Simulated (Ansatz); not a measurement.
Worked example: self-consistent single point of K2SnHgTe4 (P1, 8 atoms in the cell) in Ansatz (a program for electronic structure).

Level of theory: PBEsol, default PAW files made with PBE (plane waves; Ansatz).

```yaml
crystal:
  lattice:
    - [-4.39353, 4.39353, 3.73584]
    - [4.39353, -4.39353, 3.73584]
    - [4.39353, 4.39353, -3.73584]
  atoms:
    - { symbol: K, position: [0.50495, 0.99755, 0.50455] }
    - { symbol: K, position: [0.00379, 0.49909, 0.49562] }
    - { symbol: Sn, position: [0.99213, 0.99425, 0.99957] }
    - { symbol: Hg, position: [0.50223, 0.50021, 0.99575] }
    - { symbol: Te, position: [0.58327, 0.93852, 0.01738] }
    - { symbol: Te, position: [0.05864, 0.05000, 0.65313] }
    - { symbol: Te, position: [0.91617, 0.58018, 0.98071] }
    - { symbol: Te, position: [0.43882, 0.44021, 0.35328] }
```

Reference input (self-consistent single point, DFT, HSE06, plane waves, default PAW files made with PBE): basis.ecutwfc = 420 eV; kpoints.mp_grid.grid = 2 2 2; hamiltonian.xc = hse06; hamiltonian.pseudopotentials = {kind: paw} (the program's default PAW files); scf.occupations.method = fixed. This run's input differs from it in these lines:

Ansatz 0.2 input:
```diff
@@ -20,3 +20,3 @@
 hamiltonian:
-  xc: hse06
+  xc: pbesol
   pseudopotentials: { kind: paw }
```

Output (repeated stretches shortened):

```
SCF iter   1: F=—  HF=-50259.995183 eV  |F-HF|=—  |Δ(HF+E_count)|=         —  Δρ=2.43e-3  dr2=1.93e-2  ethr=1.77e-3  ⟨swp⟩=5.4  Hψ=1786  notcnv=0  defer=73
all-band conjugate gradients solve this SCF's bands
preconditioner: auto → Resta (q_TF=auto, 2.344 Å⁻¹)
SCF iter   2: F=—  HF=-50259.991707 eV  |F-HF|=—  |Δ(HF+E_count)|=   3.48e-3  Δρ=1.08e-3  dr2=3.34e-3  ethr=1.67e-5  ⟨swp⟩=3.6  Hψ=1168  notcnv=0  defer=80
   [... lines left out ...]
SCF iter   4: F=—  HF=-50259.991889 eV  |F-HF|=—  |Δ(HF+E_count)|=   1.33e-4  Δρ=1.01e-4  dr2=3.94e-5  ethr=2.63e-7  ⟨swp⟩=2.4  Hψ=747  notcnv=0  defer=78
SCF iter   5: F=—  HF=-50259.991844 eV  |F-HF|=—  |Δ(HF+E_count)|=   4.45e-5  Δρ=2.56e-5  dr2=2.05e-6  ethr=3.39e-8  ⟨swp⟩=2.6  Hψ=852  notcnv=0  defer=63
SCF iter   6: F=—  HF=-50259.991846 eV  |F-HF|=—  |Δ(HF+E_count)|=   1.50e-6  Δρ=6.97e-6  dr2=1.69e-7  ethr=1.77e-9  ⟨swp⟩=2.0  Hψ=852  notcnv=0  defer=63
SCF iter   7: F=-50259.991846 eV  HF=-50259.991846 eV  |F-HF|=9.74e-9  |Δ(HF+E_count)|=   1.26e-7  Δρ=2.10e-6  dr2=2.39e-8  ethr=8.62e-11  ⟨swp⟩=15.6  Hψ=3362  notcnv=0
SCF 1 converged in 7 iterations: F = -50259.991846 eV  dr2 = 2.39e-8
Free energy (F): -50259.991846 eV
Internal energy: -50259.991846 eV  (E = F + TS)
E sigma→0 (E₀):  -50259.991846 eV
Fermi energy:    6.180023 eV
--- Forces (eV/Å), atoms counted from 1 ---
  atom   1  K      0.03344779    -0.05482589     0.00636842
  atom   2  K     -0.01597626     0.02873464    -0.01370776
  atom   3  Sn     0.62352651     0.07969887     0.48800531
  atom   4  Hg     0.12486871    -0.08622733    -0.27282358
  atom   5  Te    -0.27807833    -0.01857870     0.26391457
  atom   6  Te     0.10361634    -0.07464588     0.01264175
  atom   7  Te    -0.21368433     0.45550935     0.03815295
  atom   8  Te    -0.37772454    -0.32968772    -0.52256071
--- Stress (GPa, compression-positive) ---
       -1.306870      -0.453732      -0.417288
       -0.453732      -1.014211      -0.920421
       -0.417288      -0.920421      -1.980012
  P = ⅓ Tr σ = -1.4337 GPa (-14.337 kbar)
  The stress holds the Pulay correction. Without it, at fixed plane waves, as pw.x and ABINIT print it: P = -1.4542 GPa
```

The run converged in 7 iterations. Against the reference run the pressure goes from -0.73 to -1.43 GPa, the largest force goes from 0.982 to 0.796 eV/Å and the gap on the mesh goes from 1.015 to 0.375 eV.

The starting cell comes from a database of computed structures (which also holds hypothetical and non-ambient phases and stackings), without a prior relaxation at this level. Its atoms were displaced at random from the sites of space group no. 121. Spin-orbit coupling is off. Ansatz's pressure includes its estimate of the finite-basis (Pulay) stress.
